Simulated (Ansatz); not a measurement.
# Ni: response to strain

Consider Ni in the fcc (Cu type) structure (space group Fm-3m, No. 225; a = 3.479 Å; ferromagnetic; relaxed with 0.1 eV smearing). Axes: x, y, z lie along the cube axes.

Strains are applied to the cell and any free atomic positions relax; under biaxial strain the out-of-plane vector relaxes too; under stress the whole cell relaxes.

Computed with r2SCAN (Ansatz, a first-principles code, PAW, no spin-orbit coupling).

Notes on the quantities. energy relative to the base: free energy F.

| change | largest site moment | energy relative to the base | volume per atom |
|---|---|---|---|
| base | 0.79 μB | 0 meV/atom | 10.53 Å³ |
| biaxial strain +2.25 %, plane normal [001], relaxed out of plane | 0.80 μB | +8.6 meV/atom | 10.72 Å³ |
| biaxial strain +4.80 %, plane normal [001], relaxed out of plane | 0.81 μB | (withheld) | (withheld) |
| isotropic strain −4.87 % | 0.72 μB | +186 meV/atom | 9.06 Å³ |
| isotropic strain −4.79 % | 0.72 μB | – | 9.08 Å³ |
| isotropic strain +3.67 % | 0.85 μB | +75 meV/atom | 11.73 Å³ |
| uniaxial strain ε_xx = −1.29 % | 0.79 μB | +1.7 meV/atom | 10.39 Å³ |
| uniaxial strain ε_zz = −2.10 % | 0.78 μB | +4.6 meV/atom | 10.30 Å³ |
| uniaxial stress, 1 GPa compression along x | 0.79 μB | +0.2 meV/atom | 10.51 Å³ |
| tensor shear ε_yz = +0.80 % | 0.80 μB | +1.2 meV/atom | 10.52 Å³ |

Question: Some entries are withheld; estimate them.

Answer: 
- biaxial strain +4.80 %, plane normal [001], relaxed out of plane, energy relative to the base: +34 meV/atom
- biaxial strain +4.80 %, plane normal [001], relaxed out of plane, volume per atom: 10.89 Å³

The magnetic state is the one reached from the starting moments; the real material's order can differ, and small cells can't hold many antiferromagnetic ones. Stability under load was not tested beyond the relaxation.
